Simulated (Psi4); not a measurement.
Psi4 1.11, R2SCAN/def2-svpd: Mg(Cl)2 ([Cl][Mg][Cl]), 3 atoms. The geometry is a generated start, not checked to be a minimum at this level.

```
Quantity                                                 Result
-------------------------------  ------------------------------
task                                                   gradient
method                                                   r2scan
basis                                                 def2-svpd
memory                                                     7 GB
scf_type                                           df (default)
guess                            auto, which took SAD (default)
diis_max_vecs                                      10 (default)
scf_initial_accelerator                         adiis (default)
e_convergence                                   1e-08 (default)
d_convergence                                   1e-08 (default)
basis functions (reference run)                              75
grid points (reference run)                              561272
```

```xyz
3

Mg     0.0363    -0.0295     0.0344
Cl     1.4997     0.3848    -1.4484
Cl    -1.5361    -0.3553     1.4141
```

The reference run has dft_radial_points = 200, dft_spherical_points = 974, dft_pruning_scheme = none (default); it is not itself proven converged. One run each, on a shared machine, so no times are given.

Settings tried, all else as in the reference:
- dft_radial_points = 99, dft_spherical_points = 590, dft_pruning_scheme = treutler
- dft_radial_points = 75 (default), dft_spherical_points = 302 (default)
- dft_radial_points = 75 (default), dft_spherical_points = 302 (default), dft_pruning_scheme = robust
- dft_radial_points = 50, dft_spherical_points = 194
- dft_radial_points = 75 (default), dft_spherical_points = 302 (default), dft_pruning_scheme = treutler
- dft_radial_points = 99, dft_spherical_points = 590
- dft_radial_points = 75 (default), dft_spherical_points = 434
- dft_radial_points = 35, dft_spherical_points = 110
- dft_radial_points = 150, dft_spherical_points = 770
- dft_radial_points = 99, dft_spherical_points = 590, dft_pruning_scheme = robust
- dft_radial_points = 25, dft_spherical_points = 50

**Question.** Sort the settings: which keep to the reference within 0.10 meV/atom in energy, 1.0 meV/Å in forces (largest component), and which don't?

**Answer.** Within it: dft_radial_points = 150, dft_spherical_points = 770. Outside: dft_radial_points = 75 (default), dft_spherical_points = 302 (default), dft_pruning_scheme = robust; dft_radial_points = 75 (default), dft_spherical_points = 302 (default); dft_radial_points = 75 (default), dft_spherical_points = 434; dft_radial_points = 99, dft_spherical_points = 590, dft_pruning_scheme = robust; dft_radial_points = 99, dft_spherical_points = 590; dft_radial_points = 99, dft_spherical_points = 590, dft_pruning_scheme = treutler; dft_radial_points = 75 (default), dft_spherical_points = 302 (default), dft_pruning_scheme = treutler; dft_radial_points = 50, dft_spherical_points = 194; dft_radial_points = 35, dft_spherical_points = 110; dft_radial_points = 25, dft_spherical_points = 50.

```json
[
 {"setting": "the reference", "grid points": "561272", "energy against the reference": "—", "difference in forces (largest component)": "—"},
 {"setting": "dft_radial_points = 150, dft_spherical_points = 770", "grid points": "334041", "energy against the reference": "−0.045 meV/atom", "difference in forces (largest component)": "0.27 meV/Å"},
 {"setting": "dft_radial_points = 75 (default), dft_spherical_points = 302 (default), dft_pruning_scheme = robust", "grid points": "45736", "energy against the reference": "−2.3 meV/atom", "difference in forces (largest component)": "22 meV/Å"},
 {"setting": "dft_radial_points = 75 (default), dft_spherical_points = 302 (default)", "grid points": "66186", "energy against the reference": "−2.3 meV/atom", "difference in forces (largest component)": "21 meV/Å"},
 {"setting": "dft_radial_points = 75 (default), dft_spherical_points = 434", "grid points": "95075", "energy against the reference": "−2.4 meV/atom", "difference in forces (largest component)": "17 meV/Å"},
 {"setting": "dft_radial_points = 99, dft_spherical_points = 590, dft_pruning_scheme = robust", "grid points": "118940", "energy against the reference": "+1.5 meV/atom", "difference in forces (largest component)": "25 meV/Å"},
 {"setting": "dft_radial_points = 99, dft_spherical_points = 590", "grid points": "169530", "energy against the reference": "+1.5 meV/atom", "difference in forces (largest component)": "25 meV/Å"},
 {"setting": "dft_radial_points = 99, dft_spherical_points = 590, dft_pruning_scheme = treutler", "grid points": "89492", "energy against the reference": "+6.4 meV/atom", "difference in forces (largest component)": "35 meV/Å"},
 {"setting": "dft_radial_points = 75 (default), dft_spherical_points = 302 (default), dft_pruning_scheme = treutler", "grid points": "37024", "energy against the reference": "+2.1 meV/atom", "difference in forces (largest component)": "79 meV/Å"},
 {"setting": "dft_radial_points = 50, dft_spherical_points = 194", "grid points": "28667", "energy against the reference": "−45 meV/atom", "difference in forces (largest component)": "160 meV/Å"},
 {"setting": "dft_radial_points = 35, dft_spherical_points = 110", "grid points": "11346", "energy against the reference": "−150 meV/atom", "difference in forces (largest component)": "54 meV/Å"},
 {"setting": "dft_radial_points = 25, dft_spherical_points = 50", "grid points": "3690", "energy against the reference": "+280 meV/atom", "difference in forces (largest component)": "380 meV/Å"}
]
```

Total energies are compared; such shifts often cancel in part in energy differences. The gradients leave out the derivatives of the grid weights. The tolerance is a choice made for this comparison.
